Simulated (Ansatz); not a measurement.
Start from HfC in the rock salt structure (space group Fm-3m, No. 225; a = 4.607 Å).

Structures relaxed with DFT with PBEsol, PAW potentials and a 420 eV plane-wave cutoff in Ansatz (an electronic-structure program), no spin-orbit coupling.

Base:

Simulated powder pattern, Cu Kα1, λ = 1.54056 Å (kinematic, ideal powder, no thermal factors, no anomalous dispersion; the 10 strongest lines at most, above 2 %, up to 2θ = 90°):

```
2θ (°)  I/Imax (%)    hkl
------  ----------  -----
33.67          100  (111)
39.07           64  (200)
56.44           44  (220)
67.35           44  (311)
70.78           15  (222)
83.94          7.3  (400)
```

Now apply this change: every C is replaced by W, then cell and atoms are relaxed.

After the change:

Simulated powder pattern, Cu Kα1, λ = 1.54056 Å (kinematic, ideal powder, no thermal factors, no anomalous dispersion; the 10 strongest lines at most, above 2 %, up to 2θ = 90°):

```
2θ (°)  I/Imax (%)    hkl
------  ----------  -----
32.85          100  (200)
47.15           75  (220)
58.66           27  (222)
68.89           12  (400)
78.45           35  (420)
87.69           27  (422)
```

The indices refer to each structure's own conventional cell; one index is shown for lines that coincide.

Stability against distortions was not tested. As relaxed here, HfW is a hypothetical phase, not in the database extracts checked. All final runs are without spin polarisation.
